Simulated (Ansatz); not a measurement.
## Point defect S on the Ir site in fcc Ir

All values below come from PBE, PAW (plane waves to 420 eV; Ansatz, an electronic-structure program). Set-up: 32-site cell; 6×6×6 shifted k-points; start: the Ir site; no spin–orbit coupling; not converged in cell size; the relaxation kept the symmetry of the starting site.

Neighbours after relaxation, in Å: of the S atom: Ir 2.76, Ir 2.76, Ir 2.76, Ir 2.76, Ir 2.76, Ir 2.76, Ir 2.76, Ir 2.76 (the shell may go on).

Formation energies E_f are those of the neutral cell. Chemical conditions: impurity bounded by its compound with the host (Δμ(Ir) = 0.00 eV, Δμ(S) = -0.63 eV, bounded by Ir2S3 (Pbcn); only phases computed here count, gases as isolated molecules at 0 K). Reference phases: Ir: fcc Ir, S: S8 molecule in a box.

```csv
charge,moment (μB),point group,largest move off a lattice site (Å),"E_f, impurity bounded by its compound with the host (eV)"
0,not spin-polarised,Oh,0.02,3.42
```

Point groups are those of the whole cell at tolerances of 0.03 and 0.1 Å ("near" where only the looser one holds); none is given for unsettled states.

All states together cost around 7 core-minutes (rough).
